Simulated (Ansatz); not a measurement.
Levels about the gap of amorphous Si20B10N30 (60 atoms in a cell of 754 Å³, 2.40 g/cm³; zone centre alone, so wide bands show as single levels with stretches between that a denser mesh fills), at the geometry that PBE relaxed, where it gives -3.9 GPa on a denser mesh. The participation number counts the atoms over which a state spreads; weights are charges in smoothed Voronoi cells. The levels come from a single point, so bond lengths are those of that geometry. Method of the levels: PBE, scalar-relativistic without spin-orbit coupling (Ansatz, a quantum-chemistry and plane-wave program). Sampling: the zone centre alone; Fermi-Dirac width 0.02 eV; no spin polarisation. The usual formal charges leave 20 electrons over, so the level spacing at the Fermi energy parts defect or band states and needn't be the band gap.

The cell was made by melting and quenching with the CHGNet potential and then relaxed with DFT. N atoms were pushed apart under 1.9 Å during the dynamics, to hinder bonds among them. The hot cell started wider than the set density and was brought back towards it in steps. It is the lowest in DFT energy of 2 quenches. It is a model cell: composition and starting density were chosen by hand, and all elements were melted together. No dispersion term was used. Its density started from a set value of 2.40 and ended at 2.40 g/cm³. Cooling (nominally 760 K/ps over its main leg) ran many orders faster than in experiment, which tends to leave more defects and strain. One small periodic cell is one sample of the glass; other quenches scatter about these values. The volume was held where the preparation left it and the shape relaxed, at a PBE pressure of -3.9 GPa (tension). Stress components on the final sampling reach 4.4 GPa. On a 2×2×2 Γ-centred mesh force components of up to 0.34 eV/Å stay, since the relaxation ran on the zone centre alone. Cycles of charging lowered its energy after that relaxation.

| E - E(highest filled), eV | filling | participation number | largest on | weight N | weight Si | weight B |
|---|---|---|---|---|---|---|
| -1.25 | filled | 18.9 | N, 3 neighbours | 0.78 | 0.17 | 0.06 |
| -1.00 | filled | 18.7 | N, 3 neighbours | 0.68 | 0.20 | 0.13 |
| -0.89 | filled | 19.8 | N, 3 neighbours | 0.68 | 0.24 | 0.09 |
| -0.68 | filled | 13.6 | Si, 2 neighbours | 0.48 | 0.40 | 0.12 |
| -0.43 | filled | 16.2 | Si, 4 neighbours | 0.41 | 0.39 | 0.20 |
| -0.17 | filled | 3.6 | Si, 3 neighbours | 0.35 | 0.58 | 0.07 |
| 0.00 | filled | 7.1 | Si, 2 neighbours | 0.44 | 0.53 | 0.03 |
| 1.52 | empty | 14.4 | Si, 4 neighbours | 0.31 | 0.41 | 0.28 |
| 1.77 | empty | 20.6 | Si, 2 neighbours | 0.32 | 0.44 | 0.24 |
| 1.95 | empty | 16.9 | Si, 2 neighbours | 0.33 | 0.40 | 0.27 |
| 2.37 | empty | 18.1 | Si, 2 neighbours | 0.31 | 0.46 | 0.22 |
| 2.43 | empty | 23.6 | B, 3 neighbours | 0.34 | 0.40 | 0.27 |
| 2.66 | empty | 31.1 | B, 3 neighbours | 0.32 | 0.42 | 0.26 |
| 2.72 | empty | 13.2 | B, 3 neighbours | 0.32 | 0.30 | 0.38 |

Most localised among these is the filled level at -0.17 eV, on a Si atom, which has 3 neighbours (N 1.87 Å, N 1.89 Å, N 2.02 Å).
